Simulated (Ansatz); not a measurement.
Functionals compared on the (22-43) surface of hcp Ru in its 1x1 cell, outermost plane spacing 0.31 Å in the ideal cut, in Ansatz (plane waves, PAW). The structure was relaxed with PBE; the other rows are single points on it. Cutoff 420 eV (500 eV for r2SCAN).

Slab: 35 atoms, 10.4 Å thick at the start (thin: gaps and levels are the slab's own); k 8x4x1, smearing 0.1 eV, dipole-corrected; all atoms relaxed; no symmetry held; no spin, no spin-orbit, no U. These notes are the PBE run's.

| functional | work function of the top face (eV) | rough cost of the single point |
|---|---|---|
| PBE | 4.51 | – |
| LDA | 4.86 | around 17 core-minutes (rough) |
| PBEsol | 4.62 | very roughly 15 core-minutes |
| RPBE | 4.34 | about 15 core-minutes (a rough figure) |
| r2SCAN | 4.50 | about 30 core-minutes (a rough figure) |

Ansatz is a first-principles code.
